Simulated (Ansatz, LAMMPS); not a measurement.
# Si well of 12 atomic layers along [001] in random Si0.8Ge0.2, interfaces one step of a layer

Cell 16.58 × 16.58 × 49.45 Å, Si562Ge86, 648 atoms. Prepared with LAMMPS with Tersoff's 1989 multicomponent potential (SiCGe.tersoff): minimisation. 

Calculation: PBE, support functions at accuracy medium on the grid of 370 eV (norm-conserving potentials; Ansatz, a program for electronic structure).

Basis: localised support functions (accuracy medium) on a full density matrix. k-points: zone centre alone; occupations: Fermi-Dirac, 0.010 eV; spin polarisation not allowed. Scalar-relativistic, no spin-orbit coupling.

```
Item                                                                                              Value
----------------------------------------------  -------------------------------------------------------
Kohn-Sham gap of the cell on its k-mesh                                                         0.48 eV
weight of the highest filled level on the well                                                     0.30
weight of the lowest empty level on the well                                                       0.85
coordination (neighbours within 2.850 Å)                                                 100.0 % 4-fold
Ge-Ge bonds, mean ± spread                                                              2.467 ± 0.006 Å
Ge-Si bonds, mean ± spread                                                              2.421 ± 0.007 Å
Si-Si bonds, mean ± spread                                                              2.377 ± 0.006 Å
bond angles, mean ± spread                                                                109.5° ± 0.9°
pressure                                                                                      -0.66 GPa
cost of the final run                           very roughly 30 core-minutes, 16 SCF iterations, 13 GiB
```
